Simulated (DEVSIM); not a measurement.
Device: illuminated GaAs p-on-n cell, one wavelength, at 300 K.

Layer 1 from the left is GaAs, thickness (μm) 0.580, Na (cm⁻³) 1.2e18, τn (s) 6.6e-10, τp (s) 7e-10, absorption coefficient (cm⁻¹) 6700. Layer 2 from the left is GaAs, thickness (μm) 2.00, Nd (cm⁻³) 1.2e16, τn (s) 2.8e-9, τp (s) 2.8e-9, absorption coefficient (cm⁻¹) 6700.

Left contact: ohmic, minority electron recombination velocity 2000 cm/s. Right contact: ohmic, minority hole recombination velocity 3e6 cm/s. Voltage is applied to the left contact. Recombination: SRH at mid-gap, radiative, Auger. Light enters at the left, 2e18 photons cm⁻² s⁻¹, one pass, no reflection. Mobility is constant in doping.

The device is made up for the run: typed textbook-type constants, with dimensions and the other settings drawn at random. Values at 300 K.

GaAs: gap (eV) 1.424, affinity (eV) 4.07, permittivity 12.9, Nc (cm⁻³) 4.7e17, Nv (cm⁻³) 9e18, μn (cm²/Vs) 8500, μp (cm²/Vs) 400, B (cm³/s) 2e-10, Cn (cm⁶/s) 1e-30, Cp (cm⁶/s) 1e-30.

DEVSIM, 1D drift-diffusion, Boltzmann statistics, complete ionisation; no tunnelling, impact ionisation, image-force lowering or self-heating.

**Question.** What does the simulation give for the largest field in the device at zero bias, the dark forward voltage at 100 A/cm²?

**Answer.** largest field in the device at zero bias 78000 V/cm; dark forward voltage at 100 A/cm² 1.159 V.
